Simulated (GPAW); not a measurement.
GPAW run on Au (P6_3/mmc, 2 atoms in the cell): self-consistent single point.

Method of the run: PBEsol, GPAW PAW datasets PBEsol (made by gpaw-setup) (plane waves; GPAW).

The change in words: lattice scaled by 0.985; ecut: 550 eV → 330 eV. Reference geometry:
```yaml
crystal:
  lattice:
    - [2.90000, 0.00000, 0.00000]
    - [-1.45000, 2.51147, 0.00000]
    - [0.00000, 0.00000, 4.88000]
  atoms:
    - { symbol: Au, position: [0.33333, 0.66667, 0.75000] }
    - { symbol: Au, position: [0.66667, 0.33333, 0.25000] }
```

Reference input (self-consistent single point, DFT PBEsol, plane waves, GPAW PAW datasets PBEsol (made by gpaw-setup)): mode = pw; ecut = 550 eV; xc = PBEsol; kpts = 9 9 5; mesh shift (steps) = 0 0 0; occupations.name = fermi-dirac; occupations.width = 0.1 eV; nbands = -6; symmetry.symmorphic = false; symmetry.tolerance = 0.0005; maxiter = 120. This run's input differs from it in these lines:

```diff
@@ -5,5 +5,5 @@
 atoms = Atoms(['Au', 'Au'],
-              cell=[[2.900000, 0.000000, 0.000000],
-                    [-1.450000, 2.511474, 0.000000],
-                    [0.000000, 0.000000, 4.880000]],
+              cell=[[2.856500, 0.000000, 0.000000],
+                    [-1.428250, 2.473802, 0.000000],
+                    [0.000000, 0.000000, 4.806800]],
               scaled_positions=[[0.333333, 0.666667, 0.750000],
@@ -12,3 +12,3 @@
 
-calc = GPAW(mode=PW(550),
+calc = GPAW(mode=PW(330),
             xc='PBEsol',
```

Log, with long lists cut:

```
     iter     time        total  log10-change:
                         energy   eigst   dens
iter:   1 --:--:--    -8.256710
iter:   2 --:--:--    -8.141132   -1.99  -1.30
iter:   3 --:--:--    -7.763395   -1.33  -1.33
iter:   4 --:--:--    -7.623844   -2.45  -1.74
iter:   5 --:--:--    -7.646762   -2.50  -2.02
iter:   6 --:--:--    -7.614774   -3.07  -2.02
iter:   7 --:--:--    -7.614056   -4.36  -2.76
iter:   8 --:--:--    -7.614225c  -4.86  -3.15
iter:   9 --:--:--    -7.614102c  -5.49  -3.25
iter:  10 --:--:--    -7.614104c  -7.69c -4.12c
Converged after 10 iterations.

Dipole moment: (0.000000, 0.000000, -0.000000) |e|*Ang

Energy contributions relative to reference atoms: (reference = -1032911.311445)

Kinetic:        -16.925894
Potential:      +14.188607
External:        +0.000000
XC:              -5.120310
Entropy (-ST):   -0.007022
Local:           +0.247004
SIC:             +0.000000
--------------------------
Free energy:     -7.617615
Extrapolated:    -7.614104

Showing only first 2 kpts
 Kpt  Band  Eigenvalues  Occupancy
  0     9      7.64419    2.00000
  0    10      7.64421    2.00000
  0    11      8.55505    1.99999
  0    12     12.53166    0.00000

  1     9      6.99941    2.00000
  1    10      7.58671    2.00000
  1    11      7.58672    2.00000
  1    12     14.74176    0.00000

Fermi level: 9.83416

No gap
No difference between direct/indirect transitions
Energy (eV): -7.614104

Forces in eV/Ang:
  0 Au    0.00000    0.00000    0.00000
  1 Au    0.00000   -0.00000    0.00000

Stress tensor:
    -0.018922     0.000000     0.000000
     0.000000    -0.018922     0.000000
     0.000000     0.000000    -0.008544
Stress (GPa, Voigt): [-3.0316 -3.0316 -1.369   0.      0.      0.    ]
```

The run converged in 10 iterations. GPAW prints stress with tension positive. Against the reference run the free energy goes up by 37.6 meV/atom.

At such cutoffs GPAW's stress carries a finite-basis (Pulay) error, which enters relaxed cells too; its log prints stress with tension positive.

The starting cell comes from a database of published, mostly measured structures (it also holds non-ambient and calculated ones), without a prior relaxation at this level. For this run, on top of that: lattice scaled by 0.985.
